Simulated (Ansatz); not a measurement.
BN under load (space group F-43m), PBE, rigid bands (Ansatz, a first-principles code). Condition of this run: hydrostatic pressure of 36 GPa (compression positive) (the target of the relaxation). Band gap 4.56 eV, N_c = 2.13e19 cm⁻³ and N_v = 8.49e19 cm⁻³ at 300 K, conductivity masses of 0.384 mₑ (electrons) and 0.694 mₑ (holes). Take k_BT = 0.02585 eV.

Question: A film of it is 3 nm thick. Estimate the confinement energies in an infinite well.

Answer: ħ²π²/(2m t²) = 0.376 eV·nm²/(m/mₑ × t²) gives 109 meV for electrons and 60.2 meV for holes, so the gap would widen to about 4.73 eV. Finite barriers and nonparabolic bands lower this, and with several valleys or bands the heaviest mass along the normal sets the lowest level, not this average.

Question: Find the intrinsic carrier density and the intrinsic Fermi level.

Answer: n_i = √(N_c N_v) exp(−E_g/2k_BT) = 4.25e19 × exp(−88.19) = 2.1e-19 cm⁻³. The level lies (k_BT/2) ln(N_v/N_c) = 18 meV from mid-gap (positive towards the conduction band). Each 0.1 eV added to the gap lowers n_i by a factor of 6.9.

Question: What thermal injection velocity √(2k_BT/πm) limits a ballistic channel?

Answer: 8.68e6 cm/s for electrons and 6.46e6 cm/s for holes, a ratio of √(m_h/m_e) = 1.34, for dilute carriers.

Rigid bands with the computed gap; masses take one relaxation time for all states. Spin-orbit coupling is left out. Geometry: cell and atoms relaxed with PBEsol.
